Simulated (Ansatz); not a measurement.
We consider TlBr (model structure, started from the beta GaS type, P6₃/mmc, No. 194, 8 atoms in the cell), described by PBEsol in Ansatz (PAW).

Settings: plane-wave cutoff 500 eV, 12×12×2 k mesh (along the axes of the cell as run), Fermi–Dirac smearing 0.05 eV, scalar-relativistic PAW data made under PBE.

Cell (relaxed at this level):

Space group P6₃/mmc (No. 194); a = 5.4622 Å, b = 5.4622 Å, c = 14.1994 Å, α = 90.00°, β = 90.00°, γ = 120.00°

| atom | site | symmetry | x | y | z |
|---|---|---|---|---|---|
| Tl | 4f | 3m. | 0.3333 | 0.6667 | 0.1177 |
| Br | 4f | 3m. | 0.6667 | 0.3333 | 0.0955 |

Problem. Estimate the band gap that the calculation returns.

Solution. 
- band gap: 2.81 eV (on the SCF k mesh)

Note: the relaxation could raise the start's symmetry but not lower it, so the cell can be a saddle point; the cell has widely spaced layers and the level no dispersion term, so their spacing and the moduli can rest on weak binding.

Spin–orbit coupling is not included; with these elements it can move the gap by several tenths of an eV or more.

A model structure was made by putting elements into a prototype or built by hand; it is no filed structure, need not be a known phase, and can be a saddle point held by its symmetry.

Ansatz is an electronic-structure program.
